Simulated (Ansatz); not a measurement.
# Effect of uniaxial strain ε_zz = +3.00 % on GaN

Take GaN in the wurtzite structure (space group P6_3mc, No. 186; a = 3.218 Å, c = 5.243 Å) as the base. Axes: x lies along a and z along c of the hexagonal cell.

Perturbation: the cell is stretched by 3.00 % along z with no lateral relaxation, atoms relaxed at fixed cell.

Calculations: PBE (Ansatz, a program for electronic structure; PAW; 420 eV plane waves; no spin-orbit coupling). k-mesh 12×12×6 (Γ-centred); smearing 0.05 eV (Fermi–Dirac).

The volume per atom increases by 0.35 Å³ to 12.11 Å³ and the space group stays P6_3mc (No. 186). The shortest interatomic distance grows by 0.013 Å (1.967 Å → 1.980 Å) and the energy grows by 11 meV/atom. The band gap drops by 0.31 eV, from 1.71 eV to 1.40 eV and the gap character remains direct at Γ. The width of the top valence band rises by 0.02 eV, from 2.67 eV to 2.69 eV and the electron mass goes from 0.14 mₑ along c, 0.16 mₑ across (at Γ) to 0.12 mₑ along z, 0.14 mₑ across (at Γ). The valence-band top at Γ (three highest levels, from the VBM) goes from 0.00, 0.00, -0.04 eV to 0.00, 0.00, -0.19 eV and the stress (xx, yy, zz, yz, xz, xy; compression positive) is (-2.01, -2.01, -10.09, 0.00, 0.00, 0.00) GPa.

Final structure:

```
CELL_PARAMETERS angstrom
      3.21837     0.00000     0.00000
     -1.60918     2.78719     0.00000
      0.00000     0.00000     5.40049
ATOMIC_POSITIONS crystal
  Ga 0.33333 0.66667 0.00190
  Ga 0.66667 0.33333 0.50190
  N  0.33333 0.66667 0.37510
  N  0.66667 0.33333 0.87510
```

Cost of the whole job for the changed cell (relaxation, final SCF and bands): about 15 core-seconds (a rough figure).

Effective masses come from finite differences of ±0.01 Å⁻¹. Whether these cells are dynamically stable was not tested.
